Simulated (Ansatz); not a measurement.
A set of cells, compared by their band gap.

Cell A: GaP (zinc blende, F-43m), 2 atoms in the cell, k-point mesh 10×10×10 on the run's own vectors.
```xyz
2
Lattice="0.0000 2.7526 2.7526 2.7526 0.0000 2.7526 2.7526 2.7526 0.0000" Properties=species:S:1:pos:R:3 pbc="T T T"
Ga     0.0000     0.0000     0.0000
P      1.3763     1.3763     1.3763
```

Cell B: ZnS (zinc blende, F-43m), 2 atoms in the cell, k-point mesh 12×12×12 on the run's own vectors.
```yaml
crystal:
  lattice:
    - [0.00000, 2.72155, 2.72155]
    - [2.72155, 0.00000, 2.72155]
    - [2.72155, 2.72155, 0.00000]
  atoms:
    - { symbol: Zn, position: [0.00000, 0.00000, 0.00000] }
    - { symbol: S, position: [0.25000, 0.25000, 0.25000] }
```

Plane-wave PAW calculations with Ansatz (a program for electronic structure), its default PAW set, cutoff 420 eV. The structures are at rest with PBE. Neutral cells; Fermi-Dirac smearing of at most 0.05 eV in the solids, energies taken to zero width. Spin-orbit coupling is left out. A dispersion term ran beside these levels; it doesn't touch the electrons. Gaps are highest filled to lowest empty Kohn-Sham level on the run's k-point mesh, states of defects and surfaces included; edges off the mesh make the true gap smaller, and under 0.08 eV counts as none; a gap is called direct where the least direct separation is within 0.02 eV of it.

### Question
What does PBE give for the band gap of each cell (eV)?

### Answer
| system | PBE |
|---|---|
| A | 1.58 (direct) |
| B | 2.02 (direct) |

With PBE the value of B exceeds that of A by 0.44 eV.
